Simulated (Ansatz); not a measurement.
**Effect of pressure 30 GPa on Cs2AgBiBr6**

Start from Cs2AgBiBr6 (space group Fm-3m, No. 225; a = 11.3430 Å).

Now apply this change: a hydrostatic pressure of 30 GPa.

Level of theory: r2SCAN, PAW, 500 eV (Ansatz, a quantum-chemistry and plane-wave program; scalar-relativistic without spin-orbit coupling). k-mesh 5×5×5 (Γ-centred); smearing 0.05 eV (Fermi–Dirac).

| quantity | base | changed | shift |
|---|---|---|---|
| volume per atom | 36.49 Å³ | 24.16 Å³ | -12.33 Å³ |
| lattice parameter a | 11.343 Å | 9.886 Å | -1.457 Å |
| shortest interatomic distance | 2.814 Å | 2.400 Å | -0.414 Å |
| enthalpy H = E + PV relative to the base's energy | – | +5.29 eV/atom | – |
| band gap | 1.67 eV | 0.62 eV | -1.05 eV |
| gap character | indirect, X → L | indirect, X → L | – |
| smallest direct gap | 2.70 eV | 2.36 eV | -0.345 eV |
| width of the top valence band | 1.24 eV | 2.90 eV | +1.66 eV |
| electron mass | 0.36 mₑ along k, 0.27 mₑ across (at L) | 0.38 mₑ along k, 0.24 mₑ across (at L) | – |
| hole mass | 0.20 mₑ along k, 0.76 mₑ across (at X) | 0.089 mₑ along k, 0.39 mₑ across (at X) | – |

Cost of the whole job for the changed cell (relaxation, final SCF and bands): about 5 core-minutes (a rough figure).

With Bi present, leaving out spin-orbit coupling can change the band edges. Load acts through the strain it causes; cell and atoms are relaxed under it. Masses are band curvatures over ±0.01 Å⁻¹ around the edge. Along k means along the line from Γ to the band edge. Whether these cells are dynamically stable was not tested. Competing high-pressure phases were not computed.
